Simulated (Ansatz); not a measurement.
Method: PBE (plane waves to 420 eV, PAW; Ansatz, a first-principles code).

Plane-averaged electrostatic potential energy along the normal, in eV from the Fermi level, for a constructed model of the (100) surface of fcc Ag, a pseudomorphic layer of Ta in the host's stacking (bottom of the slab: a bare face, its two planes held):

| z (Å) | V (eV) |
|---|---|
| 3.77 | 4.28 |
| 4.06 | 4.28 |
| 4.35 | 4.28 |
| 4.64 | 4.28 |
| 4.93 | 4.27 |
| 5.22 | 4.26 |
| 5.51 | 4.23 |
| 5.80 | 4.16 |
| 6.09 | 4.04 |
| 6.38 | 3.77 |
| 6.67 | 3.21 |
| 6.96 | 1.98 |
| 7.25 | -1.20 |
| 7.54 | -5.65 |
| 7.83 | -8.96 |
| 8.12 | -9.70 |
| 8.41 | -7.68 |
| 8.70 | -3.89 |
| 8.99 | -0.73 |
| 9.28 | -1.60 |
| 9.57 | -5.41 |
| 9.86 | -8.83 |
| 10.15 | -9.97 |
| 10.44 | -8.34 |
| 10.73 | -4.66 |
| 11.02 | -1.10 |
| 11.31 | -1.08 |
| 11.60 | -4.63 |
| 11.89 | -8.31 |
| 12.18 | -9.93 |
| 12.47 | -8.81 |
| 12.76 | -5.39 |
| 13.05 | -1.60 |
| 13.34 | -0.72 |
| 13.63 | -3.90 |
| 13.92 | -7.77 |
| 14.21 | -9.87 |
| 14.50 | -9.24 |
| 14.79 | -6.15 |
| 15.08 | -2.23 |
| 15.37 | -0.57 |
| 15.66 | -3.28 |
| 15.95 | -7.19 |
| 16.24 | -9.64 |
| 16.53 | -9.45 |
| 16.82 | -6.69 |
| 17.11 | -2.75 |
| 17.40 | -0.47 |
| 17.69 | -2.60 |
| 17.98 | -6.60 |
| 18.27 | -9.49 |
| 18.56 | -9.88 |
| 18.85 | -7.73 |
| 19.14 | -4.29 |
| 19.43 | -2.38 |
| 19.72 | -5.03 |
| 20.01 | -10.51 |
| 20.30 | -16.08 |
| 20.59 | -17.62 |
| 20.88 | -13.72 |
| 21.17 | -7.53 |
| 21.46 | -2.22 |
| 21.75 | 1.10 |
| 22.04 | 2.82 |
| 22.33 | 3.76 |
| 22.62 | 4.26 |
| 22.91 | 4.52 |
| 23.20 | 4.66 |
| 23.49 | 4.73 |
| 23.78 | 4.76 |
| 24.07 | 4.78 |
| 24.36 | 4.79 |
| 24.65 | 4.79 |
| 24.94 | 4.80 |

Set-up: 7 atoms, 12.9 Å thick at the start; mesh 13x13x1; 0.1 eV smearing; dipole correction on; 2 atoms held, the rest relaxed; start symmetry kept, larger cells not searched; no spin, no spin-orbit, no U. It is one candidate, not shown to be the stable structure of the face.

Problem. The surface cell has an area of 8.60 Å². What dipole along the normal does the step between the two vacuum levels imply?

Solution. the top vacuum level lies 0.52 eV above the bottom one; p = −ε₀ A ΔV (ε₀ = 0.005526 e/(V·Å)) gives -0.02 e·Å a cell.
